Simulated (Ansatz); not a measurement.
Base system: Si in the diamond structure (space group Fd-3m, No. 227).

Space group Fd-3m, origin choice 1 (No. 227); a = 5.4443 Å, b = 5.4443 Å, c = 5.4443 Å, α = 90.00°, β = 90.00°, γ = 90.00°

| atom | site | symmetry | x | y | z |
|---|---|---|---|---|---|
| Si | 8a | -43m | 0.0000 | 0.0000 | 0.0000 |
(The calculation used a cell of 2 atoms; values per cell refer to that cell.)

Level of theory: r2SCAN (Ansatz, a first-principles code, PAW, without spin-orbit coupling).

One change was made to it. Results:

```
quantity                                   base                           after
---------------  ------------------------------  ------------------------------
volume per atom                        20.17 Å³                        20.03 Å³
gap character    indirect, Γ → Γ–X (87 % along)  indirect, Γ → Γ–X (87 % along)
band gap                                0.78 eV                         0.76 eV
```

Name the change that was made.
A. pressure 0.3 GPa
B. pressure 0.7 GPa
C. pressure 5 GPa

B, pressure 0.7 GPa. For comparison, the volume per atom in the other runs: pressure 5 GPa gives 19.25 Å³; pressure 0.3 GPa gives 20.11 Å³.

Load acts through the strain it causes; cell and atoms are relaxed under it. No phonon test of stability was made. Tetrahedral semiconductors of this kind turn to denser phases somewhere between about 1 and 50 GPa; those were not computed, so compressed cells here can lie past the real transition.
